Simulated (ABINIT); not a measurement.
A self-consistent single point of In (I4/mmm, 1 atom in the cell) with ABINIT.

Level of theory: PBE, norm-conserving pseudopotentials (PseudoDojo nc-sr-05 PBE standard) (plane waves; ABINIT).

```xyz
1
Lattice="-1.6053 1.6053 2.4555 1.6053 -1.6053 2.4555 1.6053 1.6053 -2.4555" Properties=species:S:1:pos:R:3 pbc="T T T"
In     0.0000     0.0000     0.0000
```

Reference input (self-consistent single point, DFT, PBE, plane waves, norm-conserving pseudopotentials (PseudoDojo nc-sr-05 PBE standard)): pseudos = [In.upf]; ecut = 70 Ry; occopt = 3; tsmear = 0.00367493 Ha; ngkpt = 19 19 19; nshiftk = 1; shiftk = 0 0 0; potentials = PseudoDojo nc-sr-05 PBE standard; nband = 12; kptopt = 1; nstep = 100; tolvrs = 1e-10. This run's input differs from it in these lines:

```diff
@@ -18,3 +18,3 @@
 kptopt 1
-ngkpt 19 19 19
+ngkpt 7 7 7
 nshiftk 1
```

Log, with long lists cut:

```
--- !BeginCycle
solver: {iscf: 7, nstep: 100, nline: 4, wfoptalg: 0, }
tolerances: {tolvrs: 1.00E-10, }
...

     iter   Etot(hartree)      deltaE(h)  residm     vres2
 ETOT  1  -66.328512377137    -6.633E+01 8.391E-01 2.828E+00
 ETOT  2  -66.451588464294    -1.231E-01 8.891E-03 5.363E-01
 ETOT  3  -66.451631751750    -4.329E-05 4.214E-03 6.098E-02
 ETOT  4  -66.451642005678    -1.025E-05 1.389E-03 1.569E-02
 ETOT  5  -66.451644148959    -2.143E-06 1.608E-03 8.410E-05
 ETOT  6  -66.451644155466    -6.507E-09 1.162E-03 3.413E-06
 ETOT  7  -66.451644155903    -4.376E-10 9.428E-04 2.492E-07
 ETOT  8  -66.451644155936    -3.298E-11 7.739E-04 4.779E-09
 ETOT  9  -66.451644155939    -2.842E-12 7.858E-04 1.492E-12
 At SCF step    9       vres2   =  1.49E-12 < tolvrs=  1.00E-10 =>converged.

 Cartesian components of stress tensor (hartree/bohr^3)
  sigma(1 1)= -1.03434649E-04  sigma(3 2)=  0.00000000E+00
  sigma(2 2)= -1.03434649E-04  sigma(3 1)=  0.00000000E+00
  sigma(3 3)= -1.11070949E-04  sigma(2 1)=  0.00000000E+00

 ----iterations are completed or convergence reached----

 reduced coordinates (array xred) for    1 atoms
       0.000000000000      0.000000000000      0.000000000000
 cartesian forces (eV/Angstrom) at end:
    1     -0.00000000000000    -0.00000000000000    -0.00000000000000
 frms,max,avg= 0.0000000E+00 0.0000000E+00   0.000E+00  0.000E+00  0.000E+00 e/A
 length scales=  6.319550491900  6.319550491900  6.319550491900 bohr
              =  3.344162088847  3.344162088847  3.344162088847 angstroms
   [... lines left out ...]
 Fermi (or HOMO) energy (hartree) =   0.25131   Average Vxc (hartree)=  -0.39442
 Fermi (or HOMO) energy (eV) =   6.83839   Average Vxc (eV)= -10.73281
   [... lines left out ...]
total_energy        : -6.64516441559390E+01
total_energy_eV     : -1.80824119725538E+03
band_energy         : -2.45667396663501E+00
...

-Cartesian components of stress tensor (GPa)         [Pressure=  3.1180E+00 GPa]
- sigma(1 1)= -3.04315193E+00  sigma(3 2)=  0.00000000E+00
- sigma(2 2)= -3.04315193E+00  sigma(3 1)=  0.00000000E+00
- sigma(3 3)= -3.26781958E+00  sigma(2 1)=  0.00000000E+00

 Calculation completed.
```

The run converged in 9 iterations. Against the reference run the free energy rises by 4.5 meV/atom and the pressure goes from 3.58 to 3.12 GPa.

The starting cell comes from a database of computed structures (which also holds hypothetical and non-ambient phases and stackings), without a prior relaxation at this level. Its lattice was rescaled by a random factor within 2.5 % of one. With a pressure of about 3 GPa the cell is away from its equilibrium volume at this level.
